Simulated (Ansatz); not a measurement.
Reference: BaS (Fm-3m), PBEsol, rigid bands (plane waves, PAW, scalar-relativistic; Ansatz, an electronic-structure program); geometry: cell and atoms relaxed with PBEsol.

```cif
data_BaS
_chemical_formula_sum 'Ba1 S1'
_space_group_name_H-M_alt 'P 1'
_space_group_IT_number 1
_cell_length_a 4.47731
_cell_length_b 4.47731
_cell_length_c 4.47731
_cell_angle_alpha 60.000
_cell_angle_beta 60.000
_cell_angle_gamma 60.000
loop_
_space_group_symop_operation_xyz
  'x, y, z'
loop_
_atom_site_label
_atom_site_type_symbol
_atom_site_fract_x
_atom_site_fract_y
_atom_site_fract_z
_atom_site_occupancy
Ba1 Ba 0.00000 0.00000 0.00000 1
S1 S 0.50000 0.50000 0.50000 1
```

- band gap = 2.04 eV
- electron conductivity mass = 0.43 mₑ
- hole conductivity mass = 0.83 mₑ
- Seebeck coefficient, n-type 1e19 cm⁻³ = -305 μV/K

Task: Swap Ba for Mg, keeping the structure type. How do these values move?

Result: MgS (Fm-3m): volume per atom 31.7 to 17.4 Å³; band gap rises (2.04 eV to 2.73 eV); electron conductivity mass falls (0.43 mₑ to 0.35 mₑ); hole conductivity mass rises (0.83 mₑ to 1.00 mₑ); Seebeck coefficient, n-type 1e19 cm⁻³ falls in size (-305 μV/K to -261 μV/K).

Task: Replace Ba by Ca on the same sites and relax. What happens?

Result: CaS (Fm-3m): volume per atom 31.7 to 22.3 Å³; band gap rises (2.04 eV to 2.16 eV); electron conductivity mass stays about the same (0.43 mₑ to 0.41 mₑ); hole conductivity mass stays about the same (0.83 mₑ to 0.80 mₑ); Seebeck coefficient, n-type 1e19 cm⁻³ stays about the same (-305 μV/K to -301 μV/K).

Task: Swap S for O, keeping the structure type. How do these values move?

Result: BaO (Fm-3m): volume per atom 31.7 to 20.7 Å³; band gap falls (2.04 eV to 1.84 eV); electron conductivity mass rises (0.43 mₑ to 0.50 mₑ); hole conductivity mass rises (0.83 mₑ to 0.99 mₑ); Seebeck coefficient, n-type 1e19 cm⁻³ stays about the same (-305 μV/K to -318 μV/K).

Moves up to 5 % count as about the same. Masses are for dilute carriers at 300 K, harmonic means over directions unless an axis is named. Seebeck coefficients are for the stated density at 300 K, with one relaxation time for all states and whether or not that doping can be reached. Spin-orbit coupling is left out.

Formula and space group known from diffraction (Crystallography Open Database), not checked to be the room-temperature form: BaS (Fm-3m).
